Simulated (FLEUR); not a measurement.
Input and output of a self-consistent single point for Ba (Im-3m, 1 atom in the cell) (FLEUR).

Method of the run: PBE, all-electron FLAPW (FLEUR), scalar-relativistic valence.

The change in words: lattice scaled by 0.98. Reference geometry:
```xyz
1
Lattice="-2.5599 2.5599 2.5599 2.5599 -2.5599 2.5599 2.5599 2.5599 -2.5599" Properties=species:S:1:pos:R:3 pbc="T T T"
Ba     0.0000     0.0000     0.0000
```

Reference input (self-consistent single point, DFT, PBE, all-electron FLAPW (FLEUR), scalar-relativistic valence): Kmax = 3.8 1/bohr; GmaxXC = 15.2 1/bohr; xcFunctional = pbe; jspins = 1; l_soc = F; mode = hist; fermiSmearingEnergy = 0.00183747 Htr; mesh (inpgen div1-3) = 12 12 12; inpgen gamma flag = true; Gmax = 15.2 1/bohr; numbands = 0; maxIterBroyd = 25. This run's input differs from it in these lines:

```diff
@@ -6,3 +6,3 @@
 0.5773502692 0.5773502692 -0.5773502692
-8.3789733220
+8.2113937901
 1.0 1.0 1.0
@@ -42,5 +42,5 @@
          <bravaisMatrix>
-            <row-1>   -4.8376025030763179     4.8376025030763179     4.8376025030763179</row-1>
-            <row-2>    4.8376025030763179    -4.8376025030763179     4.8376025030763179</row-2>
-            <row-3>    4.8376025030763179     4.8376025030763179    -4.8376025030763179</row-3>
+            <row-1>   -4.7408504152214439     4.7408504152214439     4.7408504152214439</row-1>
+            <row-2>    4.7408504152214439    -4.7408504152214439     4.7408504152214439</row-2>
+            <row-3>    4.7408504152214439     4.7408504152214439    -4.7408504152214439</row-3>
          </bravaisMatrix>
```

The program printed (abridged):

```
 Iteration:     1   Distance:       2.48516925 me/bohr^3
 Iteration:     2   Distance:       2.35768199 me/bohr^3
 Iteration:     3   Distance:       0.28675529 me/bohr^3
 Iteration:     4   Distance:       0.05476879 me/bohr^3
 Iteration:     5   Distance:       0.03226802 me/bohr^3
   [... 3 lines left out ...]
 Iteration:     9   Distance:       0.00005871 me/bohr^3
 Iteration:    10   Distance:       0.00005137 me/bohr^3
 Iteration:    11   Distance:       0.00001156 me/bohr^3
 Iteration:    12   Distance:       0.00000073 me/bohr^3
 Run finished successfully
 Stop message:
   Structural relaxation: Done

[file out, last iteration]
             iter=     13
[...]
          total density-effective poten   -1.3703052467E+04
          total charge density-energy d   -1.9833516055E+02
 Updated energy parameters for spin:           1
[...]
 fermi energy and band-weighting factors:
    0.324739

[...]
FERMIE:
          first approx. to ef    (T=0)  :   0.205428 htr   (energy of the highest occ. eigenvalue)
          number of occ. states  (T=0)  :        361
          first approx. to seigv (T=0)  :  -3.201274 htr
          sum of weights of occ. states :   5.009838
          sum of semicore charge        :   0.000000 e
FERHIS:  Fermi-Energy by histogram:
          bandgap                     :   0.001456 htr
   [... lines left out ...]
          charge neutrality (T=0)     :   0.019676    (zero if the highest occ. eigenvalue is "entirely" occupied)
     EF_NEWTON:  Adjust Fermi-Energy by Newton-Method.
 Direct bandgap for spin            1 :    8.9576457706856960E-003  Htr
   [... lines left out ...]
 ---->    (input%tkb*entropy) TS=              0.0003883738 htr
 ---->    free energy=                     -8139.3782771250 htr
      extrapolation for T->0
 ---->    total electron energy=           -8139.3780829380 htr
 ***** TOTAL FORCES ON ATOMS *****
 TOTAL FORCE FOR ATOM TYPE=  1  X=  0.000   Y=  0.000   Z=  0.000
                       FX_TOT= 0.000000 FY_TOT= 0.000000 FZ_TOT= 0.000000
 Structural relaxation: Done
```

The run converged in 12 iterations. FLEUR gives forces in its relaxation mode, with a further iteration, so its stop message speaks of a relaxation. Against the reference run the free energy goes down by 5.7 meV/atom.

The starting cell has typed, rounded lattice constants, without a prior relaxation at this level. Its lattice was rescaled by a random factor within 2.5 % of one. For this run, on top of that: lattice scaled by 0.98. Values depend on the basis (sphere radii, cutoffs, local orbitals), which need not be converged. The log's line on a gap gives a spacing of levels on this mesh, which the program prints for metals too.

Cost on one core of a shared machine: roughly 30 s.
